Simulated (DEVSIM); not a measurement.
Device: abrupt GaAs p-n junction, at 400 K.

Layer 1 from the left is GaAs, thickness (μm) 0.180, Na (cm⁻³) 3.2e16, τn (s) 5e-9, τp (s) 5e-10. Layer 2 from the left is GaAs, thickness (μm) 0.650, Nd (cm⁻³) 1.8e15, τn (s) 5e-10, τp (s) 5e-10.

Left contact: ohmic. Right contact: ohmic. Voltage is applied to the left contact. Recombination: SRH at mid-gap. Mobility is μmin + (μ − μmin)/(1 + (N/Nref)^α).

Constants are typed, rounded textbook-type inputs, not results; the design itself was drawn at random and stands for no fabricated device. Values at 300 K; Nc and Nv go as T^1.5, mobilities as T to minus their exponent, the gap by Varshni's rule with the affinity fixed.

GaAs: gap (eV) 1.424, affinity (eV) 4.07, permittivity 12.9, Nc (cm⁻³) 4.7e17, Nv (cm⁻³) 9e18, μn (cm²/Vs) 8500, μp (cm²/Vs) 400, μn,min 500, μp,min 20, Nref,n 6e16, Nref,p 1.5e17, αn 0.39, αp 0.38, T exponent of μn 2.1, T exponent of μp 2.2, Varshni α (eV/K) 0.000541, Varshni β (K) 204.

Simulated with DEVSIM: 1D drift-diffusion, Boltzmann statistics, complete ionisation; no tunnelling, impact ionisation, image-force lowering or self-heating.

Task: What does the simulation give for the dark forward voltage at 1 A/cm², the largest field in the device at zero bias?

Result: dark forward voltage at 1 A/cm² 0.671 V; largest field in the device at zero bias 22000 V/cm.
